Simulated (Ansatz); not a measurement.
Consider PbS in the rock salt structure (space group Fm-3m, No. 225; a = 6.0089 Å).

Method: Kohn–Sham DFT with the PBE functional, run in Ansatz (a program for electronic structure) with PAW and 420 eV plane waves, no spin-orbit coupling.

Strains are applied to the cell and any free atomic positions relax.

One change was made to it. Results:

| quantity | base | after |
|---|---|---|
| mean gap deformation potential ΔEg/Δln V | – | +3.5 eV |
| hole mass | 0.19 mₑ along k, 0.13 mₑ across (at L) | 0.12 mₑ along k, 0.12 mₑ across (at L) |
| gap character | direct at L | direct at L |
| pressure | 0.00 GPa | 2.64 GPa |

Name the change that was made.
(A) isotropic strain −1.00 %
(B) isotropic strain +1.50 %
(C) isotropic strain −1.50 %
(D) isotropic strain −0.50 %

C, isotropic strain −1.50 %. For comparison, the hole mass in the other runs: isotropic strain +1.50 % gives 0.24 mₑ along k, 0.15 mₑ across (at L); isotropic strain −0.50 % gives 0.17 mₑ along k, 0.13 mₑ across (at L); isotropic strain −1.00 % gives 0.15 mₑ along k, 0.12 mₑ across (at L).

With Pb present, leaving out spin-orbit coupling can change the band edges. Effective masses come from finite differences of ±0.01 Å⁻¹. Along k means along the line from Γ to the band edge. Stability against distortions was not tested.
